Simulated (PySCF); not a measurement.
PySCF 2.14.0, unrestricted WB97X/def2-svp, df: In(Cl)2 ([Cl][In][Cl]), charge 0, multiplicity 2, 3 atoms. The geometry is a generated start, not checked to be a minimum at this level.

| Quantity | Result |
|---|---|
| task | energy |
| method | wb97x |
| basis | def2-svp |
| two-electron scheme | density fitting |
| mol.max_memory | 3000 MB |
| mf.max_cycle | 100 |
| mf.init_guess | minao (default) |
| mf.DIIS | CDIIS (default) |
| mf.diis_space | 8 (default) |
| mf.conv_tol | 1e-09 (default) |
| mf.grids.level | 3 (default) |
| effective core potentials | those of the basis set, past Kr |
| basis functions | 62 |
| grid points | 59640 |

```xyz
3

In     0.5279     0.1390     0.6418
Cl     1.2473     0.3005    -1.6480
Cl    -1.7752    -0.4394     1.0062
```

Charge 0 and multiplicity 2 are set for this test and not shown to be the ground state.

One run each on 2 threads, 1 BLAS thread. Values of level_shift (Hartree) tried: 0 (default), 0.1, 0.3, 1.

Task: Predict the course of the Fock builds along this series.

Result: Fewest Fock builds: 0 (default) with 14. The count rises to 31 at 1. All converge to one solution.

```json
[
 {"level_shift (Hartree)": "0 (default)", "Fock builds": "14", "end": "same solution"},
 {"level_shift (Hartree)": "0.1", "Fock builds": "16", "end": "same solution"},
 {"level_shift (Hartree)": "0.3", "Fock builds": "20", "end": "same solution"},
 {"level_shift (Hartree)": "1", "Fock builds": "31", "end": "same solution"}
]
```
